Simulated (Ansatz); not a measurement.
Seebeck coefficient (μV/K, mean over directions) of n-type MgO (Fm-3m) against carrier density, r2SCAN, rigid bands in Ansatz (a program for electronic structure). Computed gap 5.61 eV; densities at which minority carriers matter at this gap, or further valleys turn the trend, are left out. Conductivity mass 0.37 mₑ (harmonic mean over directions), N_c = 5.6e18 cm⁻³ at 300 K.

| electron density | 300 K | 500 K |
|---|---|---|
| 1e16 cm⁻³ | -760 | -827 |
| 1e17 cm⁻³ | -562 | -628 |
| 1e18 cm⁻³ | ? | -430 |
| 3e18 cm⁻³ | -272 | -337 |
| 1e19 cm⁻³ | -178 | -238 |
| 3e19 cm⁻³ | -105 | ? |
| 1e20 cm⁻³ | -51 | -83 |
| 3e20 cm⁻³ | -26 | -43 |
| 1e21 cm⁻³ | -12 | -21 |

**Question.** Some entries are withheld; supply them.

**Answer.** 
- 1e18 cm⁻³, 300 K: -364
- 3e19 cm⁻³, 500 K: -155

Rigid bands with a gap fixed in temperature, one relaxation time for all states, no polarons or phonon drag, and whether or not such doping can be reached. Spin-orbit coupling is left out. Geometry: cell and atoms relaxed with PBEsol.
